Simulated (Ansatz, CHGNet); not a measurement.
For HfSiO4 (I4₁/amd, No. 141, 12 atoms in the cell; start COD 9000852), the machine-learned potential CHGNet 0.3.0 (trained on PBE and PBE+U data) gives:

- lattice constant a = 6.625 Å
- c axis length = 6.008 Å

Question: What does r²SCAN+rVV10 (plane waves, PAW; Ansatz, a first-principles code) give for the same quantities?

Answer: 
- lattice constant a: 6.565 Å (decreases by 0.9 %)
- lattice parameter c: 5.966 Å (falls by 0.7 %)

Changes are worked out from the printed values.

Unless a cell is named, each level is at its own relaxed cell (CHGNet 0.3.0 10.99, r²SCAN+rVV10 10.71 Å³/atom).

Levels without +SOC leave out spin–orbit coupling, which shifts energies and cells of such heavy elements.

Caveats: the relaxation could not lower the start's symmetry, so the cell can be a saddle point above a distorted one (CHGNet 0.3.0). Ansatz's density-functional and Hartree–Fock values are scalar-relativistic unless marked +SOC, with PAW data made under PBE.
